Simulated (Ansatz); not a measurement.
**A computed series for hypothetical CsCl type AuCl: pressure series**

Base system: AuCl in the CsCl type structure (space group Pm-3m, No. 221; a = 3.398 Å; a hypothetical phase, not in the database extracts checked).

Cell and atoms are relaxed at each pressure.

The values are results of r2SCAN (Ansatz, a first-principles code, PAW, no spin-orbit coupling), not measurements.

```
P (GPa)  V (Å³/atom)
-------  -----------
-2.01         20.254
-1.01         19.921
2.99          18.861
6.99          18.071
14.99         16.920
29.98         15.506
49.98         14.291
75.00         13.261
100.00        12.513
```

A third-order Birch–Murnaghan fit to these points gives V₀ = 19.61 Å³/atom, B₀ = 70 GPa and B₀′ = 5.1. At pressure 100 GPa the volume is 63.8 % of V₀.

Load acts through the strain it causes; cell and atoms are relaxed under it. Stability against distortions was not tested. No other phases were tried under pressure. No Hubbard U is applied, and correlation can decide whether such a compound is a metal. The final runs are not spin-polarised.
